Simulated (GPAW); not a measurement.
Worked example: self-consistent single point of AlN (P6_3mc, 4 atoms in the cell) in GPAW.

Method of the run: PBE, GPAW PAW datasets PBE (gpaw-data 1.0.1) (plane waves; GPAW).

The change in words: lattice scaled by 0.98. Reference geometry:
```xyz
4
Lattice="3.1348 0.0000 0.0000 -1.5674 2.7149 0.0000 0.0000 0.0000 5.0270" Properties=species:S:1:pos:R:3 pbc="T T T"
Al     1.5674     0.9050     2.5099
Al     0.0000     1.8099     5.0234
N      1.5674     0.9050     4.4273
N      0.0000     1.8099     1.9138
```

Reference input (self-consistent single point, DFT PBE, plane waves, GPAW PAW datasets PBE (gpaw-data 1.0.1)): mode = pw; ecut = 900 eV; xc = PBE; kpts = 12 12 7; mesh shift (steps) = 0 0 0; occupations.name = fermi-dirac; occupations.width = 0 eV; nbands = -8; convergence.density = 1e-05 e/electron; convergence.energy = 1e-05 eV/electron; convergence.bands = -6; symmetry.symmorphic = false. This run's input differs from it in these lines:

```diff
@@ -5,9 +5,9 @@
 atoms = Atoms(['Al', 'Al', 'N', 'N'],
-              cell=[[3.134847, 0.000000, 0.000000],
-                    [-1.567424, 2.714857, 0.000000],
-                    [0.000000, 0.000000, 5.026994]],
-              positions=[[1.567425, 0.904951, 2.509928],
-                         [-0.000002, 1.809906, 5.023425],
-                         [1.567425, 0.904951, 4.427324],
-                         [-0.000002, 1.809906, 1.913827]],
+              cell=[[3.072150, 0.000000, 0.000000],
+                    [-1.536076, 2.660560, 0.000000],
+                    [0.000000, 0.000000, 4.926454]],
+              positions=[[1.536076, 0.886852, 2.459729],
+                         [-0.000002, 1.773708, 4.922956],
+                         [1.536076, 0.886852, 4.338777],
+                         [-0.000002, 1.773708, 1.875550]],
               pbc=True)
```

Log, with long lists cut:

```
     iter     time        total  log10-change:
                         energy   eigst   dens
iter:   1 --:--:--   -33.792468   +0.45
iter:   2 --:--:--   -32.715981   -1.02  -0.56
iter:   3 --:--:--   -29.667657   -0.76  -0.61
iter:   4 --:--:--   -29.725642   -1.22  -1.00
iter:   5 --:--:--   -29.630318   -1.73  -1.20
iter:   6 --:--:--   -29.635471   -3.34  -1.92
iter:   7 --:--:--   -29.634661   -4.54  -2.17
iter:   8 --:--:--   -29.633629   -4.21  -2.29
iter:   9 --:--:--   -29.633703   -5.34  -2.76
iter:  10 --:--:--   -29.633705c  -6.32  -3.58
iter:  11 --:--:--   -29.633704c  -6.84  -3.59
iter:  12 --:--:--   -29.633704c  -8.95c -4.61
iter:  13 --:--:--   -29.633704c  -8.83c -4.80
iter:  14 --:--:--   -29.633704c  -9.65c -4.84
iter:  15 --:--:--   -29.633704c -10.60c -4.89
iter:  16 --:--:--   -29.633704c -10.47c -4.91
iter:  17 --:--:--   -29.633704c  -9.47c -4.94
iter:  18 --:--:--   -29.633704c  -9.99c -5.52c
Converged after 18 iterations.

Dipole moment: (0.000000, -0.000000, 1.683996) |e|*Ang

Energy contributions relative to reference atoms: (reference = -16170.289538)

Kinetic:        +42.761291
Potential:      -36.443777
External:        +0.000000
XC:             -36.150555
Entropy (-ST):   +0.000000
Local:           +0.199336
SIC:             +0.000000
--------------------------
Free energy:    -29.633704
Extrapolated:   -29.633704

Showing only first 2 kpts
 Kpt  Band  Eigenvalues  Occupancy
  0     6      6.30417    2.00000
  0     7      6.51484    2.00000
  0     8     11.06568    0.00000
  0     9     13.52706    0.00000

  1     6      6.26973    2.00000
  1     7      6.26979    2.00000
  1     8     11.43499    0.00000
  1     9     13.57932    0.00000

Fermi level: 8.79026

Gap: 4.551 eV
Transition (v -> c):
   [... lines left out ...]
Energy (eV): -29.633704

Forces in eV/Ang:
  0 Al    0.00000   -0.00000   -0.02416
  1 Al   -0.00000   -0.00000   -0.02416
  2 N    -0.00000   -0.00000    0.02440
  3 N     0.00000    0.00000    0.02440

Stress tensor:
    -0.087675    -0.000000     0.000000
    -0.000000    -0.087675    -0.000000
     0.000000    -0.000000    -0.081780
Stress (GPa, Voigt): [-14.0472 -14.0472 -13.1026  -0.       0.      -0.    ]
```

The run converged in 18 iterations. GPAW prints stress with tension positive. Against the reference run the free energy rises by 26.9 meV/atom, the largest force goes from 0.001 to 0.024 eV/Å and the gap on the mesh goes from 4.012 to 4.551 eV.

At such cutoffs GPAW's stress carries a finite-basis (Pulay) error, which enters relaxed cells too; its log prints stress with tension positive.

The starting cell comes from a database of computed structures (which also holds hypothetical and non-ambient phases and stackings), without a prior relaxation at this level. Its lattice was rescaled by a random factor within 2.5 % of one. For this run, on top of that: lattice scaled by 0.98.

Cost on one core of a shared machine: roughly 40 s.
